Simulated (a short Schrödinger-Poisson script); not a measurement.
**MOS inversion layer, SiO2 on p-type GaAs**

Stack: MOS inversion layer, SiO2 on p-type GaAs, at 300 K.

```tsv
layer	material	thickness (nm)	Na (cm⁻³)
1	SiO2	1.4	-
2	GaAs	690	5.1e17
```

The device is made up for the run: typed textbook-type constants, with dimensions and the other settings drawn at random. SiO2: permittivity 3.9, conduction-band edge (eV) 3.17, gap (eV) 9, electron mass (mₑ) 0.5. GaAs: permittivity 12.9, conduction-band edge (eV) 0, gap (eV) 1.424, Nv at 300 K (cm⁻³) 9e18.

Channel valleys (confinement mass, in-plane density-of-states mass, number): Γ 0.067, 0.067, 1. At the gate the conduction-band edge of layer 1 lies 3.61 eV − eVg above the Fermi level of the channel; the field vanishes at the back. Gaps are held at their typed values at every temperature. Mesh 0.03 nm at interfaces.

From a short Schrödinger-Poisson script (our own, NumPy): 1D Poisson equation in equilibrium, electrons quantum, Hartree (BenDaniel-Duke, 12 states a valley, the channel's in-plane mass for all, wave functions free to enter the dielectric), parabolic valleys, classical holes, full ionisation, no traps, pinning or gate leakage.

```
Vg (V)  electrons (cm⁻²)  C (μF/cm²)  Γ E0 (meV)  Γ E1 (meV)
------  ----------------  ----------  ----------  ----------
0.5               3.54e6       0.183       316.2       481.1
0.55              1.94e7       0.180       272.1       439.5
0.6               1.07e8       0.177       227.9       397.7
0.65              5.95e8       0.177       183.6       355.8
0.7               3.29e9       0.187       139.4       313.9
0.75             1.74e10       0.251        96.0       272.7
0.8              7.80e10       0.468        56.2       235.3
0.85             2.39e11       0.792        24.2       205.9
0.9              5.01e11        1.02         0.1       184.5
0.95             8.25e11        1.15       -19.4       167.8
1                1.18e12        1.23       -36.5       153.7
1.05             1.56e12        1.27       -52.4       140.8
1.1              1.95e12        1.30       -67.5       128.6
1.15             2.34e12        1.31       -82.3       116.7
1.2              2.74e12        1.33       -96.9       105.1
1.25             3.15e12        1.34      -111.4        93.5
1.3              3.55e12        1.35      -125.7        82.1
1.35             3.97e12        1.36      -140.0        70.9
```

Gate voltages with under 1e6 electrons/cm² are left out.

Subbands count from the Fermi level.

Above a few 1e12 electrons/cm² a light Γ valley is non-parabolic and upper valleys begin to fill, which the model leaves out.
